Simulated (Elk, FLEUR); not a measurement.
An Elk input for a self-consistent single point of P (Cmce, 4 atoms in the cell) (DFT, PBE, all-electron FP-LAPW, Elk's shipped species files, APW+lo basis with extra local orbitals):

```
tasks
  0

xctype
  20

rgkmax
  7.5

gmaxvr
  16.0

nxlo
  2

lorbcnd
  .true.

rmtscf
  0.89

lmaxi
  2

stype
  0

swidth
  0.00499791

maxscl
  100

avec
    3.1134749684  -10.3263951799    0.0000000000
    3.1134749684   10.3263951799    0.0000000000
    0.0000000000    0.0000000000    8.5853772732

atoms
  1
  'P.in'
  4
  0.4041400000  0.5958600000  0.9111800000    0.0 0.0 0.0
  0.5958600000  0.4041400000  0.0888200000    0.0 0.0 0.0
  0.0958600000  0.9041400000  0.4111800000    0.0 0.0 0.0
  0.9041400000  0.0958600000  0.5888200000    0.0 0.0 0.0

ngridk
  8 8 6
```

**Question.** Write the same calculation as an input for FLEUR.

**Answer.** This is the input that was run; spellings and numerical settings could be chosen otherwise.

Input of the input generator:

```
P
&input film=f /
0.2886708573 -0.9574283974 0.0000000000
0.2886708573 0.9574283974 0.0000000000
0.0000000000 0.0000000000 0.7960071119
10.7855534763
1.0 1.0 1.0

4
15 0.4041400000 0.5958600000 0.9111800000
15 0.5958600000 0.4041400000 0.0888200000
15 0.0958600000 0.9041400000 0.4111800000
15 0.9041400000 0.0958600000 0.5888200000

&comp jspins=1 /
&kpt div1=8 div2=8 div3=6 gamma=t /
&end /
```

```xml
<?xml version="1.0" encoding="UTF-8" standalone="no"?>
<fleurInput fleurInputVersion="0.39">
   <comment>
      P                                                                                                   
   </comment>
   <calculationSetup>
      <cutoffs Kmax="4.1" Gmax="16.4" GmaxXC="16.4" numbands="0"/>
      <scfLoop itmax="100" minDistance="0.00001" maxIterBroyd="15" imix="Anderson" alpha="0.05" precondParam="0.0" spinf="2.0"/>
      <coreElectrons ctail="T" frcor="F" kcrel="0" coretail_lmax="0"/>
      <xcFunctional name="pbe" relativisticCorrections="F"/>
      <magnetism jspins="1"/>
      <soc l_soc="F" theta="0.0" phi="0.0" spav="F"/>
      <expertModes spex="0" secvar="F"/>
      <geometryOptimization l_f="T" forcealpha="1.0" forcemix="BFGS" epsdisp="0.00001" epsforce="0.00001"/>
      <ldaU l_linMix="F" mixParam="0.05" spinf="1.0"/>
   </calculationSetup>
   <cell>
      <bzIntegration valenceElectrons="20.0" mode="gauss" fermiSmearingEnergy="0.00499791">
         <kPointListSelection listName="default-1"/>
         <!-- k-points included here -->
         <xi:include xmlns:xi="http://www.w3.org/2001/XInclude" href="kpts.xml"> </xi:include>
      </bzIntegration>
      <!-- symmetry operations included here -->
      <xi:include xmlns:xi="http://www.w3.org/2001/XInclude" href="sym.xml"> </xi:include>
      <bulkLattice scale="1.0">
         <bravaisMatrix>
            <row-1>    3.1134749684585166   -10.3263951798859086     0.0000000000000000</row-1>
            <row-2>    3.1134749684585166    10.3263951798859086     0.0000000000000000</row-2>
            <row-3>    0.0000000000000000     0.0000000000000000     8.5853772729125684</row-3>
         </bravaisMatrix>
      </bulkLattice>
   </cell>
   <atomSpecies>
      <species name="Phosphorous (P)" element="P" atomicNumber="15">
         <mtSphere radius="1.94" gridPoints="671" logIncrement="0.017"/>
         <atomicCutoffs lmax="8" lnonsphr="6"/>
         <electronConfig flipSpins="F">
            <coreConfig>(1s1/2) (2s1/2) (2p1/2) (2p3/2)</coreConfig>
            <valenceConfig>(3s1/2) (3p1/2) (3p3/2)</valenceConfig>
            <stateOccupation state="(3p1/2)" spinUp="0.5" spinDown="0.5"/>
            <stateOccupation state="(3p3/2)" spinUp="1.0" spinDown="1.0"/>
         </electronConfig>
         <energyParameters s="3" p="3" d="3" f="4"/>
      </species>
   </atomSpecies>
   <atomGroups>
      <atomGroup species="Phosphorous (P)">
         <relPos label="                   1">.4041400000 -.4041400000 -.0888200000</relPos>
         <relPos label="                   2">-.4041400000 .4041400000 .0888200000</relPos>
         <relPos label="                   3">.0958600000 -.0958600000 .4111800000</relPos>
         <relPos label="                   4">-.0958600000 .0958600000 -.4111800000</relPos>
         <force calculate="T" relaxXYZ="TTT"/>
      </atomGroup>
   </atomGroups>
   <output dos="F" band="F" slice="F">
      <checks vchk="F" cdinf="F"/>
      <bandDOS minEnergy="-.5*Htr" maxEnergy="0.5*Htr" sigma="0.015" storeEVData="T"/>
      <vacuumDOS vacdos="F" integ="F" star="F" nstars="0" locx1="0.0" locy1="0.0" locx2="0.0" locy2="0.0" nstm="0" tworkf="0.0"/>
      <unfoldingBand unfoldBand="F" supercellX="1" supercellY="1" supercellZ="1"/>
      <plotting iplot="0" polar="F">
         <plot TwoD="T" vec1="  1.0  0.0  0.0" vec2="  0.0  1.0  0.0" vec3="  0.0  0.0  1.0" zero="  0.0  0.0  0.0" file="plot"/>
      </plotting>
      <chargeDensitySlicing numkpt="0" minEigenval="0.0" maxEigenval="0.0" nnne="0" pallst="F"/>
      <specialOutput eonly="F"/>
      <magneticCircularDichroism mcd="F" energyLo="-10.0" energyUp="0.0"/>
   </output>
  <!-- We include the file relax.xml here to enable relaxations (see documentation) -->
  <xi:include xmlns:xi="http://www.w3.org/2001/XInclude" href="relax.xml"> <xi:fallback/> </xi:include>
</fleurInput>
```

Basis settings and potentials, where a program has them, do not carry over. This input uses DFT, PBE, all-electron FLAPW (FLEUR), scalar-relativistic valence.

The starting cell comes from a database of computed structures (which also holds hypothetical and non-ambient phases and stackings), without a prior relaxation at this level. Its lattice was rescaled by a random factor within 2.5 % of one.
